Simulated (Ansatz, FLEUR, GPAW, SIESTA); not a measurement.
## MnO2 (P4_2/mnm, 6 atoms in the cell) computed with different codes at matched settings

Self-consistent single point.

```xyz
6
Lattice="4.4444 0.0000 0.0000 0.0000 4.4444 0.0000 0.0000 0.0000 2.8958" Properties=species:S:1:pos:R:3 pbc="T T T"
Mn     0.0000     0.0000     0.0000
Mn     2.2222     2.2222     1.4479
O      1.3552     1.3552     0.0000
O      3.0892     3.0892     0.0000
O      0.8670     3.5774     1.4479
O      3.5774     0.8670     1.4479
```
Moments meant for the start (each program seeds them in its own way; μB, in the order of the atoms Mn Mn O O O O): 4.0 4.0 0.0 0.0 0.0 0.0.

Shared settings, as Ansatz (a quantum-chemistry and plane-wave program) writes them: kpoints.mp_grid.grid = 5 5 7; scf.occupations.method = gaussian; scf.occupations.width = 0.272 eV. Potentials and cutoffs stand in the table.

```csv
code,model,largest force (eV/Å),size of the net moment (μB/atom),cutoff
GPAW,"PBEsol, GPAW PAW datasets PBEsol (made by gpaw-setup)",0.108,0.99,950 eV
FLEUR,"PBEsol, all-electron FLAPW (FLEUR), scalar-relativistic valence",–,0.99,Kmax 4.7 1/bohr
SIESTA,"GGA PBEsol, numerical atomic orbitals DZP, PseudoDojo PBEsol standard norm-conserving potentials (rewritten from UPF to PSML)",0.121,0.99,grid 350 Ry
Ansatz,"PBEsol, default PAW files made with PBE",0.176,0.99,default
```

A dash marks a value that a program does not give, or that is left out as unsure.

On Ansatz's run: the magnetic order is the one reached from the typed start; others were not searched systematically. The program warned that, by what it read of turns of the moments, another magnetic order lies lower.

The spread over the programs that give each value: largest force within 0.068 eV/Å; size of the net moment within 0.00 μB/atom.

SIESTA uses small atom-centred bases, whose incompleteness enters pressures, forces and empty levels differently from a plane-wave cutoff. FLEUR treats all electrons, but the usual bases taken here (sphere radii, linearisation, local orbitals, empty states) were not tested for convergence, so the values are no reference for the others. 

The starting cell comes from a database of computed structures (which also holds hypothetical and non-ambient phases and stackings), without a prior relaxation at this level. Its lattice was rescaled by a random factor within 2.5 % of one.

Keys are those of Ansatz 0.2.
